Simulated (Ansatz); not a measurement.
LaBr3 (P6₃/m, No. 176) was calculated with r²SCAN0 (PAW; Ansatz, an electronic-structure program).

Run with plane-wave cutoff 520 eV, 6×6×6 k mesh, Fermi–Dirac smearing 0.01 eV, scalar-relativistic PAW data made under PBE.

Cell (measured lattice):

```cif
data_Br6La2
_chemical_formula_sum 'La2 Br6'
_space_group_name_H-M_alt 'P63/m'
_space_group_IT_number 176
_space_group_name_Hall '-P 6c'
_cell_length_a 7.96480
_cell_length_b 7.96480
_cell_length_c 4.51190
_cell_angle_alpha 90.000
_cell_angle_beta 90.000
_cell_angle_gamma 120.000
loop_
_atom_site_label
_atom_site_type_symbol
_atom_site_symmetry_multiplicity
_atom_site_Wyckoff_symbol
_atom_site_fract_x
_atom_site_fract_y
_atom_site_fract_z
_atom_site_occupancy
La1 La 2 c 0.33333 0.66667 0.25000 1
Br1 Br 6 h 0.38506 0.29878 0.25000 1
```

Task: What does this level give for the band gap?

Result: 
- band gap = 5.67 eV

Measured, for comparison: band gap 5.9 eV (temperature not stated, no zero-point or thermal correction, literature value; as tabulated in Przystupa et al. (2023), doi:10.3390/ma16145085).

Note: cell and atoms aren't relaxed at this level (pressure 0.6 GPa).

Spin–orbit coupling is not included.

Computed values are for the static lattice.

Cost on a shared machine: roughly 60 core-minutes.
